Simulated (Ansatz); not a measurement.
# ZnS: biaxial strain −0.42 %, plane normal [111], relaxed out of plane

Consider ZnS in the zinc blende structure (space group F-43m, No. 216; a = 5.389 Å). Axes: x, y, z lie along the cube axes.

The change: biaxial strain −0.42 %, plane normal [111], relaxed out of plane (Cartesian); in-plane vectors clamped, the third vector and the atoms free.

Calculations: DFT with r2SCAN, PAW potentials and a 500 eV plane-wave cutoff in Ansatz (a program for electronic structure), no spin-orbit coupling. Settings: 11×11×11 k-points, 0.05 eV Fermi–Dirac smearing.

The volume per atom decreases by 0.11 Å³ (19.56 Å³ → 19.45 Å³) and the space group changes from F-43m (No. 216) to R3m (No. 160). The energy grows by 0.4 meV/atom and the pressure (mean of the normal stresses, compression positive) goes from zero to 0.46 GPa. The band gap rises by 0.013 eV (2.70 eV → 2.72 eV) and the gap character is still direct at Γ. The electron mass is still 0.19 mₑ (at Γ) and the valence-band top at Γ (three highest levels, from the VBM) goes from 0.00, 0.00, 0.00 eV to 0.00, 0.00, -0.04 eV. The valley order (the lowest conduction-band minima on the path, energy above the VBM, named in the base's zone) changes from Γ 2.70 eV; X along ⟨100⟩ 3.71 eV; L along ⟨111⟩ 3.82 eV to Γ 2.72 eV; X along [100] 3.68 eV; L along [1-11] 3.80 eV; L along [111] 3.88 eV and the out-of-plane strain amounts to +0.26 %. The mean in-plane stress (compression positive) amounts to +0.7 GPa.

Cost of the whole job for the changed cell (relaxation, final SCF and bands): around 30 core-seconds (rough).

Masses are band curvatures over ±0.01 Å⁻¹ around the edge. Whether these cells are dynamically stable was not tested. k-point labels follow each cell's own Brillouin zone.
